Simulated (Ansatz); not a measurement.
Input and output of a self-consistent single point for K3Pd (P4mm, 4 atoms in the cell) (Ansatz, a quantum-chemistry and plane-wave program).

Level of theory: PBEsol, default PAW files made with PBE (plane waves; Ansatz).

The change in words: lattice scaled by 0.98; basis.ecutrho_ratio: default → 10. Reference geometry:
```yaml
crystal:
  lattice:
    - [5.41779, 0.00000, 0.00000]
    - [0.00000, 5.41779, 0.00000]
    - [0.00000, 0.00000, 5.41779]
  atoms:
    - { symbol: K, position: [0.50000, 0.50000, 0.00923] }
    - { symbol: K, position: [0.00000, 0.50000, 0.50000] }
    - { symbol: K, position: [0.50000, 0.00000, 0.50000] }
    - { symbol: Pd, position: [0.00000, 0.00000, 0.00000] }
```

Reference input (self-consistent single point, DFT, PBEsol, plane waves, default PAW files made with PBE): basis.ecutwfc = 420 eV; kpoints.mp_grid.grid = 5 5 5; hamiltonian.xc = pbesol; hamiltonian.pseudopotentials = {kind: paw} (the program's default PAW files); scf.occupations.method = fermi_dirac; scf.occupations.width = 0.1 eV. This run's input differs from it in these lines:

Ansatz 0.2 input:
```diff
@@ -2,9 +2,9 @@
   lattice:
-    - [5.417785, 0.000000, 0.000000]
-    - [0.000000, 5.417785, 0.000000]
-    - [0.000000, 0.000000, 5.417785]
+    - [5.309429, 0.000000, 0.000000]
+    - [0.000000, 5.309429, 0.000000]
+    - [0.000000, 0.000000, 5.309429]
   atoms:
-    - { symbol: K, position_ang: [2.708893, 2.708893, 0.050001] }
-    - { symbol: K, position_ang: [0.000000, 2.708893, 2.708893] }
-    - { symbol: K, position_ang: [2.708893, 0.000000, 2.708893] }
+    - { symbol: K, position_ang: [2.654714, 2.654714, 0.049001] }
+    - { symbol: K, position_ang: [0.000000, 2.654714, 2.654714] }
+    - { symbol: K, position_ang: [2.654714, 0.000000, 2.654714] }
     - { symbol: Pd, position_ang: [0.000000, 0.000000, 0.000000] }
@@ -12,2 +12,3 @@
   ecutwfc: 420.0
+  ecutrho_ratio: 10
 kpoints:
```

Output (repeated stretches shortened):

```
SCF iter   1: F=—  HF=-11453.618068 eV  |F-HF|=—  |Δ(HF+E_count)|=         —  Δρ=2.66e-3  dr2=2.33e-2  ethr=1.77e-3  ⟨swp⟩=6.2  Hψ=2103  notcnv=0
all-band conjugate gradients solve this SCF's bands
preconditioner: auto → Resta (q_TF=auto, 2.233 Å⁻¹)
SCF iter   2: F=—  HF=-11453.615299 eV  |F-HF|=—  |Δ(HF+E_count)|=   2.77e-3  Δρ=1.21e-3  dr2=4.29e-3  ethr=5.18e-5  ⟨swp⟩=1.2  Hψ=633  notcnv=0
SCF iter   3: F=—  HF=-11453.614562 eV  |F-HF|=—  |Δ(HF+E_count)|=   7.37e-4  Δρ=4.48e-4  dr2=4.47e-4  ethr=9.52e-6  ⟨swp⟩=2.1  Hψ=629  notcnv=0
SCF iter   4: F=—  HF=-11453.614530 eV  |F-HF|=—  |Δ(HF+E_count)|=   3.14e-5  Δρ=1.06e-4  dr2=3.51e-5  ethr=9.94e-7  ⟨swp⟩=2.1  Hψ=615  notcnv=0
SCF iter   5: F=—  HF=-11453.614530 eV  |F-HF|=—  |Δ(HF+E_count)|=   5.02e-7  Δρ=2.10e-5  dr2=1.26e-6  ethr=7.79e-8  ⟨swp⟩=2.4  Hψ=719  notcnv=0
SCF iter   6: F=-11453.614530 eV  HF=-11453.614530 eV  |F-HF|=7.12e-9  |Δ(HF+E_count)|=   2.06e-7  Δρ=3.09e-6  dr2=2.97e-8  ethr=2.22e-10  ⟨swp⟩=3.9  Hψ=2018  notcnv=0
SCF 1 converged in 6 iterations: F = -11453.614530 eV  dr2 = 2.97e-8
Free energy (F): -11453.614530 eV
Internal energy: -11453.551405 eV  (E = F + TS)
E sigma→0 (E₀):  -11453.582967 eV
Entropy (-TS):   -0.063125 eV (-15.781 meV/atom)
Fermi energy:    5.217320 eV
--- Forces (eV/Å), atoms counted from 1 ---
  atom   1  K      0.00000000     0.00000000    -0.08708557
  atom   2  K      0.00000000     0.00000000     0.03661490
  atom   3  K     -0.00000000     0.00000000     0.03661490
  atom   4  Pd    -0.00000000     0.00000000     0.01372355
--- Stress (GPa, compression-positive) ---
       -0.125688       0.000000       0.000000
        0.000000      -0.125688       0.000000
        0.000000       0.000000      -0.132443
  P = ⅓ Tr σ = -0.1279 GPa (-1.279 kbar)
  The stress holds the Pulay correction. Without it, at fixed plane waves, as pw.x and ABINIT print it: P = -0.1317 GPa
```

The run converged in 6 iterations. Against the reference run the free energy goes down by 5.6 meV/atom, the pressure goes from -0.61 to -0.13 GPa and the largest force moves little (0.084 to 0.087 eV/Å).

The starting cell comes from a database of computed structures (which also holds hypothetical and non-ambient phases and stackings), without a prior relaxation at this level. Its lattice was rescaled by up to half a per cent. One atom was moved a little off its site on purpose. For this run, on top of that: lattice scaled by 0.98. Spin polarisation is off. Ansatz's pressure includes its estimate of the finite-basis (Pulay) stress.
